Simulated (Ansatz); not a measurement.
Cells marked so need not be the phases stable at ambient conditions, and some may be hypothetical.

 Where the default PAW files enter, the runs use the earlier of Ansatz's two default sets.

The gap is the functional's own. No spin-orbit coupling. Mid-gap values are interpolated on the energy grid.

A. Ba2TaBiO6 (Fm-3m, not sure to be the ambient phase, 10 atoms a cell, 16.4 Å³ an atom, -4 GPa at this level), along the normal of (111)
B. RbBr (Pm-3m, CsCl type, not sure to be the ambient phase, 2 atoms a cell, 35.1 Å³ an atom), along the normal of (001)
C. CaAlSiH (P3m1, not sure to be the ambient phase, 4 atoms a cell, 17.5 Å³ an atom), along the normal of (001)
D. Al₂Os (I4/mmm, not sure to be the ambient phase, 3 atoms a cell, 13.8 Å³ an atom), along the normal of (100)

Put the candidates in order of mid-gap decay constant of the slowest evanescent state, highest first, for r2SCAN in Ansatz (a program for electronic structure).

B (0.32 1/Å), A (0.29 1/Å), C (0.16 1/Å), D (0.13 1/Å)
